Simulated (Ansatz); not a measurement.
Surface energy of faces of hcp Be in PBE and in RPBE, in Ansatz (plane waves, PAW). Symmetric slabs relaxed with PBE from ideal cuts in 1x1 cells (the lowest computed cut and spin start of each face; real faces may reconstruct in larger cells); RPBE values are single points on them, with the bulk at the same level. No spin-orbit coupling, no U.

```csv
face,PBE (J/m²),RPBE (J/m²)
(0001),1.82,1.64
(10-10),1.92,?
(10-11),1.89,1.74
(11-20),2.11,1.96
(11-21),2.47,2.31
(11-22),2.47,2.33
(20-21),1.89,1.74
(21-30),2.08,1.94
(21-32),2.38,2.23
```

**Question.** Fit a straight line y = a·x + b by least squares to the 8 complete rows (x: PBE (J/m²); y: RPBE (J/m²)).

**Answer.** the means are x̄ = 2.1387 and ȳ = 1.9863; Σ(x − x̄)² = 0.50729 and Σ(x − x̄)(y − ȳ) = 0.51626, so a = 1.018 and b = ȳ − a·x̄ = -0.190. The largest residual is 0.022.

**Question.** What does the line predict for the withheld row, (10-10), and what did the calculation give?

**Answer.** the line gives 1.76; the calculation gave 1.79, a miss of 0.03, of the size of the fitted rows' scatter and rounding.

Ansatz is a program for electronic structure.
